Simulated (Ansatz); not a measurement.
## Be (Im-3m, No. 229, 1 atom in the cell; start mp-20; high-temperature phase): bulk modulus B0 by level of theory

No measured value is used here.

```json
[
 {"level (code)": "LDA (Ansatz)", "value (GPa)": "[?]", "cell (Å³/atom)": "7.45"},
 {"level (code)": "PBEsol (Ansatz)", "value (GPa)": "125", "cell (Å³/atom)": "7.74"},
 {"level (code)": "r²SCAN (Ansatz)", "value (GPa)": "126", "cell (Å³/atom)": "7.81"}
]
```

**Question.** Fill in the missing entries.

**Answer.** 
- LDA (Ansatz, an electronic-structure program), value (GPa): 133

LDA, PBEsol, r²SCAN: the bulk modulus is −V dP/dV from two relaxed cells at ±2 % in volume. LDA, PBEsol, r²SCAN: the relaxation could not lower the start's symmetry, so the cell can be a saddle point above a distorted one. Each level is taken at its own relaxed cell. Cutoffs differ between the levels. Ansatz's density-functional and Hartree–Fock values are scalar-relativistic unless marked +SOC, with PAW data made under PBE.

A start named mp-… is a Materials Project structure, which need not be a measured phase.
